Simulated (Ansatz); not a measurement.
**A computed series for WSe2: response to strain**

Take WSe2 (space group P6_3/mmc, No. 194; a = 3.230 Å, c = 12.411 Å; layered, stacked along the Cartesian z axis) as the base.

Strains are applied to the cell and any free atomic positions relax.

Level of theory: DFT with PBEsol-D3(BJ), PAW potentials and a 420 eV plane-wave cutoff in Ansatz (a first-principles code), without spin-orbit coupling.

Candidates:
(a) isotropic strain +1.20 %
(b) isotropic strain +1.80 %
(c) isotropic strain +0.60 %

For the base:

```
Property              Result
-------------------  -------
Smallest direct gap  1.65 eV
```

Order them by smallest direct gap, lowest first.

(b) isotropic strain +1.80 % (1.48 eV), (a) isotropic strain +1.20 % (1.54 eV), (c) isotropic strain +0.60 % (1.61 eV)

Spin-orbit coupling, missing from the scalar runs, can matter with W. No phonon test of stability was made.
